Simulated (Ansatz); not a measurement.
Base system: SiC (space group P6_3mc, No. 186; a = 3.0781 Å, c = 10.0762 Å).

All numbers come from DFT with PBEsol, PAW potentials and a 420 eV plane-wave cutoff in Ansatz (a quantum-chemistry and plane-wave program), no SOC.

Carriers are added at fixed cell with a uniform background; the Fermi–Dirac width is that of 300 K.

One change was made to it. Results:

```csv
quantity,base,after
Fermi level relative to the doped band's edge (positive inside the band; to 0.05 eV),–,+0.55 eV
gap between the host's bands,2.12 eV,2.10 eV
gap character,"indirect, Γ → M","indirect, Γ → M"
```

**Question.** Name the change that was made.
(A) electrons 3.0×10^21 cm⁻³
(B) holes 3.0×10^21 cm⁻³
(C) holes 5.0×10^21 cm⁻³

**Answer.** A, electrons 3.0×10^21 cm⁻³. For comparison, the gap between the host's bands in the other runs: holes 5.0×10^21 cm⁻³ gives 2.23 eV; holes 3.0×10^21 cm⁻³ gives 2.18 eV.

Carriers are added with a uniform compensating background; total energy and stress of such cells depend on the potential's zero and are not compared; many-body gap narrowing is missing at this level. Semilocal Kohn–Sham gaps tend to fall short of experiment. Stability against distortions was not tested.
